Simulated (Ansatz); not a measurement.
## Rb: x(Li) = 0.75, 4 atoms, P2/m

Base system: Rb in the bcc (W type) structure (space group Im-3m, No. 229; a = 5.748 Å).

The other end (x = 1) is Li in the bcc (W type) structure (space group Im-3m, No. 229): 21.03 Å³/atom, gap zero.

It is then changed as follows: Li replaces 75.0 % of the Rb, ordered in a cell of 4 atoms (starting symmetry P2/m) and fully relaxed.

Method: Ansatz (a quantum-chemistry and plane-wave program) r2SCAN, no spin-orbit coupling. Γ-centred 12×12×5 mesh, Fermi–Dirac width 0.05 eV, for the changed cell.

```json
[
 {"quantity": "volume per atom", "base": "94.98 Å³", "changed": "35.61 Å³", "shift": "-59.37 Å³"},
 {"quantity": "density", "base": "1.49 g/cm³", "changed": "1.24 g/cm³", "shift": "-0.255 g/cm³"},
 {"quantity": "space group", "base": "Im-3m (No. 229)", "changed": "Pmmm (No. 47)", "shift": "–"},
 {"quantity": "band gap", "base": "zero", "changed": "zero", "shift": "–"},
 {"quantity": "mixing energy (to 0.01 eV only: unlike meshes or grids)", "base": "–", "changed": "+0.13 eV/atom", "shift": "–"},
 {"quantity": "deviation of the volume from the linear (Vegard-type) interpolation", "base": "–", "changed": "-9.9 %", "shift": "–"}
]
```

Final structure:

```
RbLi3
1.0
    3.91917     0.00000     0.00000
    0.00000     4.04372     0.00000
    0.00000     0.00000     8.98794
Rb Li
1 3
Direct
  0.00000   0.00000   0.00000
  0.00000   0.00000   0.50000
  0.50000   0.50000   0.33741
  0.50000   0.50000   0.66259
```

Each cell is one ordered arrangement of few atoms, which overstates ordering effects compared with a random alloy. Whether these cells are dynamically stable was not tested. Under x(Li) = 0.75, 4 atoms, P2/m the cell changed shape so far that it is another structure.
